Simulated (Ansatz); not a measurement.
Base system: CdSe in the zinc blende structure (space group F-43m, No. 216; a = 6.133 Å).

Modification: S takes the place of Se on all its sites, then cell and atoms are relaxed.

Levels (all Ansatz, a program for electronic structure, PAW, earlier PAW set): r2SCAN (500 eV, scalar-relativistic without spin-orbit coupling); HSE06 (420 eV, no spin-orbit coupling); HSE06+SOC (420 eV, noncollinear with spin-orbit coupling).

One geometry, relaxed with r2SCAN, under each level:

The valence-band top lists the three highest levels at Γ (Kramers pairs under SOC), from the VBM.

```tsv
level	band gap	lowest conduction level above the VBM at special points	valence-band top at Γ
r2SCAN	1.54 eV	Γ 1.54 eV; L 3.44 eV; X 3.89 eV	0.00, 0.00, 0.00 eV
HSE06	___	___	–
HSE06+SOC	___	___	___
```

Give the withheld HSE06 and HSE06+SOC results.


- HSE06, band gap: 2.10 eV
- HSE06, lowest conduction level above the VBM at special points: Γ 2.10 eV; L 4.07 eV; X 4.49 eV
- HSE06+SOC, band gap: 2.08 eV
- HSE06+SOC, lowest conduction level above the VBM at special points: Γ 2.08 eV; L 4.04 eV; X 4.47 eV
- HSE06+SOC, valence-band top at Γ: 0.00, 0.00, -0.06 eV

Single points use the geometry relaxed with r2SCAN. The spin-orbit shifts are approximate. Whether these cells are dynamically stable was not tested.
